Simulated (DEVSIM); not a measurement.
Device: abrupt CdTe p-n junction, at 400 K.

Layer 1 from the left is CdTe, thickness (μm) 0.350, Na (cm⁻³) 3.9e17, τn (s) 8.1e-9, τp (s) 8.1e-9. Layer 2 from the left is CdTe, thickness (μm) 42.0, Nd (cm⁻³) 2.3e17, τn (s) 8.1e-9, τp (s) 8.1e-9.

Left contact: ohmic. Right contact: ohmic. Voltage is applied to the left contact. Recombination: SRH at mid-gap, radiative. Mobility is μmin + (μ − μmin)/(1 + (N/Nref)^α).

Constants are typed, rounded textbook-type inputs, not results; the design itself was drawn at random and stands for no fabricated device. Values at 300 K; Nc and Nv go as T^1.5, mobilities as T to minus their exponent, the gap by Varshni's rule with the affinity fixed.

CdTe: gap (eV) 1.5, affinity (eV) 4.28, permittivity 10.2, Nc (cm⁻³) 8e17, Nv (cm⁻³) 1.8e19, μn (cm²/Vs) 1000, μp (cm²/Vs) 80, μn,min 100, μp,min 10, Nref,n 1e17, Nref,p 1e17, αn 0.6, αp 0.6, T exponent of μn 1.7, T exponent of μp 1.5, B (cm³/s) 1e-10, Varshni α (eV/K) 0.00031, Varshni β (K) 108.

Simulated with DEVSIM: 1D drift-diffusion, Boltzmann statistics, complete ionisation; no tunnelling, impact ionisation, image-force lowering or self-heating.

Dark forward current:

```tsv
|V| (V)	|J| (A/cm²)
0.05	1.950e-8
0.10	5.733e-8
0.15	1.354e-7
0.20	3.002e-7
0.25	6.504e-7
0.30	1.399e-6
0.35	3.007e-6
0.40	6.496e-6
0.45	1.420e-5
0.50	3.168e-5
0.55	7.335e-5
0.60	0.0001803
0.65	0.0004838
0.70	0.001446
0.75	0.004824
0.80	0.01762
0.85	0.06849
0.90	0.2763
0.95	1.131
1.00	4.552
1.05	16.71
1.10	49.03
1.15	107.5
1.20	186.7
1.25	279.3
1.30	380.3
```

Task: Work out the local ideality factor n = ΔV / (kT/q · ln(J2/J1)) between the rows 0.15 and 0.20 V, 0.90 and 0.95 V, 1.25 and 1.30 V.

Result: kT/q = 34.47 mV. From 0.15 to 0.20 V: ln(3.002e-7/1.354e-7) = 0.796, n = 1.82. From 0.90 to 0.95 V: ln(1.131/0.2763) = 1.409, n = 1.03, near the 1 of diffusion or emission over a barrier. From 1.25 to 1.30 V: ln(380.3/279.3) = 0.309, n = 4.70; the layers' resistance at their doping, Σ W/(qμN) = 0.00045 Ω cm², would take 45 mV of this step of 50 mV.

Task: Estimate the current at 0.90 V from the Shockley equation with J0 = Σ q ni² D/(N L) coth(W/L), τ joining the SRH, radiative and Auger lifetimes that are on, and W taken as the whole layer.

Result: ni² = 1.01e19 cm⁻⁶; electrons in the p layer: μ = 230 cm²/Vs, D = 7.94 cm²/s, τ = 6.16e-9 s, L = 2.21 μm, W/L = 0.16, term 9.47e-13 A/cm²; holes in the n layer: μ = 23.7 cm²/Vs, D = 0.816 cm²/s, τ = 6.83e-9 s, L = 0.746 μm, W/L = 56, term 7.67e-14 A/cm². J0 = 1.02e-12 A/cm², and J = J0 exp(qV/kT) = 0.224 A/cm². The simulation gives 0.276 A/cm²; the estimate lies 19 % below. The estimate leaves out recombination in the depletion region and that region's share of W.
